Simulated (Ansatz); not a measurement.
We consider C (model structure, Imma, No. 74, 8 atoms in the cell), described by r²SCAN (Ansatz, a first-principles code, PAW).

Run with plane-wave cutoff 560 eV, 20×20×20 k mesh, Fermi–Dirac smearing 0.05 eV, scalar-relativistic PAW data made under PBE.

Cell (relaxed at this level):

```
C
1.0
   -2.43776     3.88859     1.63365
    2.43776    -3.88859     1.63365
    2.43776     3.88859    -1.63365
C
8
Direct
  0.41159   0.00000   0.91159
  0.58841   0.50000   0.58841
  0.58841   0.00000   0.08841
  0.41159   0.50000   0.41159
  0.45070   0.87776   0.57294
  0.80482   0.87776   0.92706
  0.54930   0.12224   0.42706
  0.19518   0.12224   0.07294
```

### Question
Give the computed bulk modulus B0.

### Answer

- bulk modulus B0 = 143 GPa

The run finds no gap.

Note: the bulk modulus is −V dP/dV from two relaxed cells at ±2 % in volume; the relaxation could raise the start's symmetry but not lower it, so the cell can be a saddle point.

The computed numbers hold no vibrational or temperature effects.

It cost around 40 core-minutes (rough) of CPU time.

A model structure was made by putting elements into a prototype or built by hand; it is no filed structure, need not be a known phase, and can be a saddle point held by its symmetry.
